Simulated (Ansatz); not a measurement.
**GaP under load (space group R3m): band-edge transport data**

Data:

```
CELL_PARAMETERS angstrom
     -0.01340     2.70926     2.70926
      2.70926    -0.01340     2.70926
      2.70926     2.70926    -0.01340
ATOMIC_POSITIONS crystal
  Ga 0.99964 0.99964 0.99964
  P  0.25036 0.25036 0.25036
```

All values below come from PBEsol with spin-orbit coupling, rigid bands (plane waves, PAW; Ansatz, an electronic-structure program). Condition of this run: uniaxial stress along [111] of 1 GPa (compression positive) (the target of the relaxation). How the cell was made: cell and atoms relaxed with PBEsol, then loaded as said.

```yaml
band_gap: 1.39 eV
electron conductivity mass (300 K, dilute): 0.35 mₑ
hole conductivity mass (300 K, dilute): 0.42 mₑ
effective density of states N_c (300 K): 4.3e19 cm⁻³
effective density of states N_v (300 K): 1.2e19 cm⁻³
density_of_states_mass_electrons: 1.42 mₑ
density_of_states_mass_holes: 0.60 mₑ
Seebeck coefficient, n-type 1e19 cm⁻³, 300 K: -335 μV/K
Seebeck coefficient, p-type 1e19 cm⁻³, 300 K: 300 μV/K
best p-type power factor at 300 K for τ = 10 fs (best axis; densities from 1e16 to 1e21 cm⁻³ tried, whether or not they can be reached): 14.6 μW/(cm·K²) at 3e20 cm⁻³
```

Rigid bands; masses and Seebeck coefficients take one relaxation time τ for all states and one kind of carrier; polarons and phonon drag are left out.
